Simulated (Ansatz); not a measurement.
An Ansatz (a first-principles code) input (plane-wave PAW DFT at the PBEsol level (Ansatz, 420 eV), no spin-orbit coupling):

Ansatz 0.2 input:
```yaml
crystal:
  lattice:
    - [5.6592092194, -0.039612217, 0.0688297388]
    - [-0.039612217, 5.6783129836, 0.0446690958]
    - [0.0688297388, 0.0446690958, 5.4782853345]
  atoms:
    - { symbol: Cs, position: [0, 0, 0] }
    - { symbol: Pb, position: [0.5, 0.5, 0.5] }
    - { symbol: Cl, position: [0, 0.5, 0.5] }
    - { symbol: Cl, position: [0.5, 0.5, 0] }
    - { symbol: Cl, position: [0.5, 0, 0.5] }
basis: { ecutwfc: 420, ecutrho_ratio: 4, xc_grid: 2, fft_grid_basis: typed }
kpoints: { mp_grid: { grid: [6, 6, 6] } }
hamiltonian:
  xc: pbesol
  dispersion: none
  pseudopotentials: { kind: paw }
scf: { occupations: { method: fermi_dirac, width: 0.05 }, convergence: { dr2_threshold: 0.0000000005 } }
relax: { f_tol: 0.005, max_steps: 50 }
output: { forces: true, stress: true }
checkpoint: { write: state.ck, write_every: 1000 }
```

Question: Which symmetry and how many k-points will the program report, and about how many plane waves at Γ?

Answer: Space group P-1 (ITA 2) with 2 operations, k-points 112 of 216, and 3435 plane waves at Γ.

Question: And the final pressure?

Answer: 0.27 GPa (compression positive).

The cells carry an imposed strain or load. Whether these cells are dynamically stable was not tested. The cell was made from CsPbCl3 in the cubic perovskite structure (space group Pm-3m, No. 221) by this change: strain tensor (xx, yy, zz, yz, xz, xy) = (+0.72, +1.06, −2.50, +0.80, +1.23, −0.71) %. Many cubic perovskites are stable only at high temperature; tilts and polar distortions were not tested. This is not the structure that CsPbCl3 has at room temperature and ambient pressure.
